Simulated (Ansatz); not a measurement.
Abridged Ansatz (an electronic-structure program) output:

```
Pseudopotential: C, paw, valence charge 4
Crystal: 8 atoms, lattice volume = 44.023 Å³
Basis set: ecut = 500 eV, 1061 PW (Γ), exchange–correlation on 120×120×120 points (64 copies of the dense FFT grid, shifted against one another)
Bands: 24, of which v1, the nominal top of the filled ones, is band 16 counted from 1 (15 counted from 0)
Symmetry: 24 space group operations
k-points: 61 of 1000
Functional: x = r2scan, c = r2scan; τ floored in thin density (d = 2e-4 eV/Å³)
SCF iter   1: F=—  HF=-2006.336425 eV  |F-HF|=—  |Δ(HF+E_count)|=         —  Δρ=1.24e-2  dr2=2.68e-2  dr2_τ=1.38e0  ethr=1.77e-3  ⟨swp⟩=5.4  Hψ=7338  notcnv=0  defer=61
SCF iter   2: F=—  HF=-2006.595691 eV  |F-HF|=—  |Δ(HF+E_count)|=   2.59e-1  Δρ=6.81e-3  dr2=6.18e-3  dr2_τ=4.47e-4  ethr=8.38e-5  ⟨swp⟩=2.0  Hψ=3281  notcnv=0  defer=135
SCF 1 converged in 6 iterations: F = -2006.596142 eV  dr2 = 5.07e-11
SCF converged after 6 iterations
Free energy (F): -2006.596142 eV
Internal energy: -2006.596142 eV  (E = F + TS)
E sigma→0 (E₀):  -2006.596142 eV
Fermi energy:    15.133458 eV
--- Forces (eV/Å), atoms counted from 1 ---
  atom   1  C     -0.18971211    -0.18971211    -0.18971211
  atom   2  C      0.18971211     0.18971211    -0.18971211
  atom   3  C     -0.18971211     0.18971211     0.18971211
  atom   4  C      0.18971211    -0.18971211     0.18971211
  atom   5  C      0.18971211     0.18971211     0.18971211
  atom   6  C     -0.18971211    -0.18971211     0.18971211
  atom   7  C      0.18971211    -0.18971211    -0.18971211
  atom   8  C     -0.18971211     0.18971211    -0.18971211
--- Stress (GPa, compression-positive) ---
        4.402383       0.000000       0.000000
        0.000000       4.402383      -0.000000
       -0.000000       0.000000       4.402383
  P = ⅓ Tr σ = 4.4024 GPa (44.024 kbar)
```

Question: What was computed, and what are the main results?

Answer: C, 8 atoms in the cell, with r2SCAN in Ansatz (plane waves to 500 eV, PAW, no SOC). The last SCF converged to F = -2006.596142 eV, or -250.8245 eV per atom, at a pressure of 4.40 GPa. The total energy compares only with runs of the same code, potentials and settings.

Single points use the geometry relaxed with PBEsol. Whether these cells are dynamically stable was not tested. The cell is C (space group Ia-3, No. 206; a hypothetical phase, not in the database extracts checked).
